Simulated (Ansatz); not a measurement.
The reference is MoSi2 (space group I4/mmm, No. 139; a = 3.190 Å, c = 7.823 Å; relaxed with 0.1 eV smearing). Axes: x, y, z lie along a, b, c of the conventional cell.

Now apply this change: the cell is stretched by 2.72 % along z with no lateral relaxation, atoms relaxed at fixed cell.

Levels (all Ansatz, a program for electronic structure, PAW, earlier PAW set): PBEsol (420 eV, no spin-orbit coupling); r2SCAN (500 eV, no SOC).

The geometry is relaxed with PBEsol.

PBEsol pressure: -5.8 GPa

With r2SCAN at the same geometry, the pressure increases by 1.23 GPa (-5.8 GPa → -4.5 GPa).

Single points use the geometry relaxed with PBEsol. Their cutoffs differ, which shifts pressures a little. The cells carry an imposed strain or load. Whether these cells are dynamically stable was not tested. All final runs are without spin polarisation.
